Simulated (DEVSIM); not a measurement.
Structure: GaAs n-p junction from an implanted or diffused profile, at 300 K.

```csv
layer (left to right),material,thickness (μm),Na (cm⁻³),τn (s),τp (s)
1,GaAs,19.0,7.8e14,4.9e-10,4.9e-10
```

Added donor profile: 1.8e17 cm⁻³ × exp(−(x − 0 μm)²/(2·(0.022 μm)²)). Left contact: ohmic. Right contact: ohmic. Voltage is applied to the left contact. Recombination: SRH at mid-gap, Auger. Mobility is constant in doping.

The device is made up for the run: typed textbook-type constants, with dimensions and the other settings drawn at random. Values at 300 K; Nc and Nv go as T^1.5, mobilities as T to minus their exponent, the gap by Varshni's rule with the affinity fixed.

```tsv
parameter	GaAs
gap (eV)	1.424
affinity (eV)	4.07
permittivity	12.9
Nc (cm⁻³)	4.7e17
Nv (cm⁻³)	9e18
μn (cm²/Vs)	8500
μp (cm²/Vs)	400
T exponent of μn	2.1
T exponent of μp	2.2
Cn (cm⁶/s)	1e-30
Cp (cm⁶/s)	1e-30
Varshni α (eV/K)	0.000541
Varshni β (K)	204
```

Model (solved in DEVSIM): 1D drift-diffusion, Boltzmann statistics, complete ionisation; no tunnelling, impact ionisation, image-force lowering or self-heating.

The temperature was swept, all else fixed.

```tsv
temperature (K)	potential step across the device at zero bias (V)	dark forward voltage at 1 A/cm² (V)
250	1.236	1.036
300	1.157	(withheld)
350	1.076	0.813
400	0.992	0.701
450	0.906	0.591
500	0.818	0.482
```

### Question
Complete the blanks.

### Answer

- 300, dark forward voltage at 1 A/cm² (V): 0.925
